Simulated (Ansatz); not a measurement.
## PbSe, response to strain and stress

Start from PbSe in the rock salt structure (space group Fm-3m, No. 225; a = 6.178 Å). Axes: x, y, z lie along the cube axes.

Strains are applied to the cell and any free atomic positions relax; under biaxial strain the out-of-plane vector relaxes too; under stress the whole cell relaxes.

All numbers come from r2SCAN (Ansatz, a first-principles code; PAW; 500 eV plane waves; no spin-orbit coupling), earlier PAW set.

Candidates:
(a) uniaxial stress, 1 GPa tension along x
(b) uniaxial strain ε_xx = +1.42 %
(c) biaxial strain +3.29 %, plane normal [111], relaxed out of plane

Notes on the quantities. energy relative to the base: free energy F.

Q: Order them by energy relative to the base, highest first.

A: (c) biaxial strain +3.29 %, plane normal [111], relaxed out of plane (+14 meV/atom), (b) uniaxial strain ε_xx = +1.42 % (+2.2 meV/atom), (a) uniaxial stress, 1 GPa tension along x (+0.8 meV/atom)

Stability under load was not tested beyond the relaxation.
